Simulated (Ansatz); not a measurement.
An Ansatz (a program for electronic structure) run: SnO2 with a change (tensor shear ε_xz = +2.00 %); LDA/PAW in Ansatz, spin-orbit coupling left out.

Input:

Ansatz 0.2 input:
```yaml
crystal:
  lattice:
    - [4.7223613734, 0, 0.0944472275]
    - [0, 4.7223613734, 0]
    - [0.0638067421, 0, 3.190337105]
  atoms:
    - { symbol: Sn, position: [0, 0, 0] }
    - { symbol: Sn, position: [0.5, 0.5, 0.5] }
    - { symbol: O, position: [0.3060677839, 0.3060677839, 0] }
    - { symbol: O, position: [0.8060677839, 0.1939322161, 0.5] }
    - { symbol: O, position: [0.1939322161, 0.8060677839, 0.5] }
    - { symbol: O, position: [0.6939322161, 0.6939322161, 0] }
basis: { ecutwfc: 420, ecutrho_ratio: 4, xc_grid: 2, fft_grid_basis: typed }
kpoints: { mp_grid: { grid: [7, 7, 10] } }
hamiltonian:
  xc: lda
  dispersion: none
  pseudopotentials: { kind: paw }
scf: { occupations: { method: fermi_dirac, width: 0.05 }, convergence: { dr2_threshold: 0.0000000006 } }
relax: { f_tol: 0.005, max_steps: 50 }
output: { forces: true, stress: true }
checkpoint: { write: state.ck, write_every: 1000 }
```

Output (explanatory and most iteration lines left out):

```
Relaxation: its limit of steps is 50 (relax.max_steps)
Pseudopotential: Sn, paw, valence charge 14
Pseudopotential: O, paw, valence charge 6
Crystal: 6 atoms, lattice volume = 71.118 Å³
Basis set: ecut = 420 eV, 1407 PW (Γ), exchange–correlation on 64×64×48 points (8 copies of the dense FFT grid, shifted against one another)
Bands: 32, of which v1, the nominal top of the filled ones, is band 26 counted from 1 (25 counted from 0)
Symmetry: 4 space group operations
Space group: P21/c (ITA 14), of the structure as read, at distance tolerance 4.1e-5 Å
k-points: 144 of 490
Functional: x = slater, c = lda
SCF iter   1: F=—  HF=-13980.385773 eV  |F-HF|=—  |Δ(HF+E_count)|=         —  Δρ=1.89e-2  dr2=2.10e-1  ethr=1.77e-3  ⟨swp⟩=6.1  Hψ=20375  notcnv=0  defer=8
SCF iter   2: F=—  HF=-13980.324688 eV  |F-HF|=—  |Δ(HF+E_count)|=   6.11e-2  Δρ=4.93e-3  dr2=6.91e-3  ethr=4.04e-4  ⟨swp⟩=2.3  Hψ=8112  notcnv=0  defer=242
SCF 1 converged in 8 iterations: F = -13980.321808 eV  dr2 = 6.34e-11
relax step   1: F+E_penalty+E_count = -13980.32180820 eV  Δ(F+E_penalty+E_count) = +0.000e0 eV  max|allowed force component| = 2.199e-1 eV/Å  Δτ_max = 0.0000 Å  (8 SCF iters, accepted)
Crystal: 6 atoms, lattice volume = 71.118 Å³
SCF iter   1: F=—  HF=-13980.328046 eV  |F-HF|=—  |Δ(HF+E_count)|=         —  Δρ=1.45e-3  dr2=6.08e-4  ethr=1.14e-6  ⟨swp⟩=2.0  Hψ=14912  notcnv=0  defer=242
SCF iter   2: F=—  HF=-13980.327909 eV  |F-HF|=—  |Δ(HF+E_count)|=   1.36e-4  Δρ=7.67e-4  dr2=1.95e-4  ethr=1.14e-6  ⟨swp⟩=1.0  Hψ=4366  notcnv=0  defer=242
SCF 2 converged in 7 iterations: F = -13980.327844 eV  dr2 = 4.46e-11
relax step   2: F+E_penalty+E_count = -13980.32784413 eV  Δ(F+E_penalty+E_count) = -6.036e-3 eV  max|allowed force component| = 9.790e-2 eV/Å  Δτ_max = 0.0096 Å  (7 SCF iters, accepted)
Crystal: 6 atoms, lattice volume = 71.118 Å³
SCF iter   1: F=—  HF=-13980.329499 eV  |F-HF|=—  |Δ(HF+E_count)|=         —  Δρ=1.23e-3  dr2=4.10e-4  ethr=8.19e-6  ⟨swp⟩=2.4  Hψ=10852  notcnv=0  defer=243
SCF iter   2: F=—  HF=-13980.329409 eV  |F-HF|=—  |Δ(HF+E_count)|=   8.93e-5  Δρ=6.49e-4  dr2=1.35e-4  ethr=7.88e-7  ⟨swp⟩=1.0  Hψ=5760  notcnv=0  defer=243
SCF 3 converged in 7 iterations: F = -13980.329368 eV  dr2 = 9.06e-11
relax step   3: F+E_penalty+E_count = -13980.32936795 eV  Δ(F+E_penalty+E_count) = -1.524e-3 eV  max|allowed force component| = 3.550e-3 eV/Å  Δτ_max = 0.0080 Å  (7 SCF iters, accepted)
SCF converged after 7 iterations
Free energy (F): -13980.329368 eV
Internal energy: -13980.329368 eV  (E = F + TS)
E sigma→0 (E₀):  -13980.329368 eV
Entropy (-TS):   -0.000000 eV (-0.000 meV/atom)
Fermi energy:    9.861038 eV
--- Forces (eV/Å), atoms counted from 1 ---
  atom   1  Sn     0.00000000     0.00000000     0.00000000
  atom   2  Sn     0.00000000     0.00000000     0.00000000
  atom   3  O     -0.00354978     0.00065373    -0.00029434
  atom   4  O     -0.00354978    -0.00065373    -0.00029434
  atom   5  O      0.00354978     0.00065373     0.00029434
  atom   6  O      0.00354978    -0.00065373     0.00029434
--- Stress (GPa, compression-positive) ---
        0.156928      -0.000000      -3.773310
       -0.000000       0.157559      -0.000000
       -3.773310      -0.000000       0.024734
  P = ⅓ Tr σ = 0.1131 GPa (1.131 kbar)
--- Relaxed structure (3 steps of the walk, 3 accepted, 0 SCFs on fresh bases) ---
  atoms:
    - { symbol: Sn, position: [1.8374468891871272e-21, 7.652966293463346e-21, -1.3599014664582412e-19] }
    - { symbol: Sn, position: [0.49999999999999994, 0.5, 0.49999999999999994] }
    - { symbol: O, position: [0.3053972515453894, 0.30658356791349406, 0.005383734975074531] }
    - { symbol: O, position: [0.8053972515453893, 0.19341643208650594, 0.5053837349750745] }
    - { symbol: O, position: [0.19460274845461065, 0.8065835679134941, 0.4946162650249254] }
    - { symbol: O, position: [0.6946027484546107, 0.6934164320865058, -0.005383734975074538] }
```

The cells carry an imposed strain or load. Stability against distortions was not tested. The cell was made from SnO$_{2}$ in the rutile structure (space group P4_2/mnm, No. 136) by this change: tensor shear ε_xz = +2.00 %.
